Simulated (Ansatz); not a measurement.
The reference is AlN in the wurtzite structure (space group P6_3mc, No. 186; a = 3.089 Å, c = 4.943 Å). Axes: x lies along a and z along c of the hexagonal cell.

Structures relaxed with LDA, PAW, 420 eV (Ansatz, a program for electronic structure; no spin-orbit coupling).

Base:

Simulated powder pattern, Cu Kα1, λ = 1.54056 Å (kinematic, ideal powder, no thermal factors, no anomalous dispersion; the 10 strongest lines at most, above 2 %, up to 2θ = 90°):

| 2θ (°) | I/Imax (%) | hkl |
|---|---|---|
| 33.47 | 100 | (100) |
| 36.32 | 62 | (002) |
| 38.22 | 94 | (101) |
| 50.21 | 34 | (102) |
| 59.84 | 61 | (110) |
| 66.60 | 54 | (103) |
| 70.33 | 8.9 | (200) |
| 72.05 | 42 | (112) |
| 73.26 | 15 | (201) |
| 81.81 | 7.3 | (202) |

The change: uniaxial strain ε_zz = +1.20 %, all other strain components held at zero; the atoms relax in the strained cell.

After the change:

Simulated powder pattern, Cu Kα1, λ = 1.54056 Å (kinematic, ideal powder, no thermal factors, no anomalous dispersion; the 10 strongest lines at most, above 2 %, up to 2θ = 90°):

```
2θ (°)  d (Å)  I/Imax (%)    hkl
------  -----  ----------  -----
33.47   2.675         100  (100)
35.87   2.501          63  (002)
38.12   2.359          96  (101)
49.87   1.827          34  (102)
59.84   1.544          61  (110)
65.96   1.415          56  (103)
70.33   1.337         8.9  (200)
71.77   1.314          42  (112)
73.19   1.292          15  (201)
81.55   1.179         7.3  (202)
```

The indices refer to the base's conventional cell; one index is shown for lines that coincide.

No phonon test of stability was made.
